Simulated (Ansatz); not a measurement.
Consider the following.

```xyz
2
Lattice="0.0000 2.9366 2.9366 2.9366 0.0000 2.9366 2.9366 2.9366 0.0000" Properties=species:S:1:pos:R:3 pbc="T T T"
Pb     0.0000     0.0000     0.0000
S      2.9366     2.9366     2.9366
```

No spin polarisation.

All numbers come from plane-wave PAW DFT at the PBEsol level (Ansatz, a quantum-chemistry and plane-wave program, 420 eV), spin-orbit coupling left out. k-mesh 10×10×10 (Γ-centred); smearing 0.05 eV (Fermi–Dirac).

Q: Predict the gap character.

A: Direct at L.

Q: What band gap does the calculation give?

A: 0.13 eV.

Spin-orbit coupling, missing from the scalar runs, can matter with Pb. The cells carry an imposed strain or load. Whether these cells are dynamically stable was not tested. The cell was made from PbS in the rock salt structure (space group Fm-3m, No. 225) by this change: isotropic strain −0.50 %. A zero or small gap of PbS can be the functional's error rather than a property of the material.
